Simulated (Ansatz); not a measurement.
For AlP (model structure, started from the NiAs type, P6₃/mmc, No. 194, 4 atoms in the cell), PBEsol (Ansatz, a first-principles code, PAW) gives:

lattice parameter a: 3.578 Å
c axis length: 5.730 Å

### Question
What does PBE-D3(BJ) in Ansatz (plane waves, PAW) give for the same quantities?

### Answer

- lattice constant a: 3.563 Å (drops by 0.4 %)
- lattice parameter c: 5.688 Å (falls by 0.7 %)

Changes are worked out from the printed values.

Unless a cell is named, each level is at its own relaxed cell (PBEsol 15.89, PBE-D3(BJ) 15.64 Å³/atom).

Ansatz's density-functional and Hartree–Fock values are scalar-relativistic unless marked +SOC, with PAW data made under PBE.

A model structure was made by putting elements into a prototype or built by hand; it is no filed structure, need not be a known phase, and can be a saddle point held by its symmetry.
